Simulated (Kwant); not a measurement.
System: Aharonov-Bohm ring in a Si two-dimensional gas. Effective mass 0.19 mₑ, grid spacing 12 nm, hard walls, nominal width 150 nm (13 grid rows, so walls 168 nm apart), one parabolic valley, scattering region 850 nm long along x; energies count from the band bottom; Fermi energy 0.00041 eV. Ring of mean radius 200 nm, arms as wide as the leads. Perpendicular field swept from 0 to 0.099 T, none in the leads; orbital effect alone.

Constants are typed, rounded textbook-type inputs, not results; the design itself was drawn at random and stands for no fabricated device.

Kwant, effective-mass tight-binding model on a square grid, one spin, coherent transport at 0 K. Conductance is in e²/h.

Density of the scattering states that come in from the left lead, at field = 0.024472 T, in bins, relative to the largest site value (x marks bins outside the device):

```
|xxxxxxxxxxxxxxx00123433442100xxxxxxxxxxxxxxx|
|xxxxxxxxxxxxx001235654456532100xxxxxxxxxxxxx|
|xxxxxxxxxxx0023211111111111123200xxxxxxxxxxx|
|xxxxxxxxxx012321122223322111123210xxxxxxxxxx|
|xxxxxxxxxx012101454334443454101210xxxxxxxxxx|
|xxxxxxxxx01101367521011012576310110xxxxxxxxx|
|xxxxxxxx01210267510xxxxxx01586201210xxxxxxxx|
|00000000134213541xxxxxxxxxx14531243100000000|
|4443333334422441xxxxxxxxxxxx1332244333333344|
|5555555554323430xxxxxxxxxxxx0343234555555555|
|2333233332112320xxxxxxxxxxxx0233113343333333|
|4444344443101320xxxxxxxxxxxx0231013444444444|
|5555555555301552xxxxxxxxxxxx2551035555555555|
|22222222354127950xxxxxxxxxx05972144322222222|
|xxxxxxxx1363049820xxxxxxxx0289502631xxxxxxxx|
|xxxxxxxx0265015753110xx0112585104620xxxxxxxx|
|xxxxxxxxx02420146787421478764102420xxxxxxxxx|
|xxxxxxxxxx022000258974479852000220xxxxxxxxxx|
|xxxxxxxxxxx0011101122112211011100xxxxxxxxxxx|
|xxxxxxxxxxxx00134421111113443100xxxxxxxxxxxx|
|xxxxxxxxxxxxxx0146666666666410xxxxxxxxxxxxxx|
|xxxxxxxxxxxxxxxx012222222210xxxxxxxxxxxxxxxx|
```
Scale: ten equal steps from 0.017 (start of '0') to 0.905 (end of '9'), in the order '0123456789'; x runs from -410 to 410, y from -252 (bottom) to 252 (top).

The conductance there is 2.00 e²/h with 2 open channel(s) in the leads.
